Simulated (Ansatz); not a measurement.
**Hypothetical wurtzite BiSb under a change: Bi → Re**

The reference is BiSb in the wurtzite structure (space group P6_3mc, No. 186; a = 5.361 Å, c = 6.879 Å; a hypothetical phase, not in the database extracts checked).

Now apply this change: Re takes the place of Bi on all its sites, then cell and atoms are relaxed.

Calculations: Ansatz (an electronic-structure program) PBE, no SOC. Settings: 12×12×9 k-points, 0.05 eV Fermi–Dirac smearing, for the changed cell.

```
quantity                                   base             changed         shift
-----------------------------  ----------------  ------------------  ------------
density                              6.42 g/cm³         10.38 g/cm³  +3.966 g/cm³
space group                    P6_3mc (No. 186)  P6_3/mmc (No. 194)             –
shortest interatomic distance           2.990 Å             2.636 Å     -0.3534 Å
band gap                                   zero                zero             –
```

Cost of the whole job for the changed cell (relaxation, final SCF and bands): around 2.5 core-minutes (rough).

Spin-orbit coupling, missing from the scalar runs, can matter with Bi, Re and Sb. Stability against distortions was not tested. As relaxed here, ReSb is a hypothetical phase, not in the database extracts checked. All final runs are without spin polarisation. ReSb has a high density of states at the Fermi level and may be magnetic at this level. A zero or small gap of ReSb and BiSb can be the functional's error rather than a property of the material.
